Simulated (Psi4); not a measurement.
Psi4 1.11, unrestricted WB97X/def2-svpd: Cu(OH)2(NH3)2 ([NH3]->[Cu](<-[NH3])([OH])[OH]), charge 0, multiplicity 2, 13 atoms. The geometry is a generated start, not checked to be a minimum at this level.

```yaml
task: energy
method: wb97x
basis: def2-svpd
memory: 3 GB
maxiter: 100
keys_of_the_molecule_block: symmetry c1
scf_type: df (default)
guess: auto, which took SAD (default)
scf_initial_accelerator: adiis (default)
e_convergence: 1e-06 (default)
d_convergence: 1e-06 (default)
dft_radial_points: 75 (default)
dft_spherical_points: 302 (default)
basis_functions: 184
grid_points: 280311
```

```xyz
13

Cu    -0.1275     0.1501     0.1406
O     -0.8893     0.8860    -1.3325
H     -0.7523     1.8350    -1.3438
O      0.5160    -0.4425     1.7226
H     -0.1563    -0.9152     2.2149
N      1.8062     1.2250    -0.0091
H      2.2452     0.8048     0.8011
H      1.7558     2.2284     0.0953
H      2.2966     0.9788    -0.8568
N     -1.5190    -1.5310    -0.2658
H     -2.2363    -1.7084     0.4241
H     -1.0183    -2.3812    -0.4838
H     -1.9207    -1.1298    -1.1067
```

Charge 0 and multiplicity 2 are set for this test and not shown to be the ground state.

One run each on 2 threads. Values of diis_max_vecs tried: 3, 6, 10 (default), 20.

**Question.** Predict the course of the SCF iterations along this series.

**Answer.** Fewest SCF iterations, within one of each other: 6 with 18, 10 (default) with 17, 20 with 17. The count rises to 31 at 3. All converge to one solution.

| diis_max_vecs | SCF iterations | end |
|---|---|---|
| 3 | 31 | same solution |
| 6 | 18 | same solution |
| 10 (default) | 17 | same solution |
| 20 | 17 | same solution |
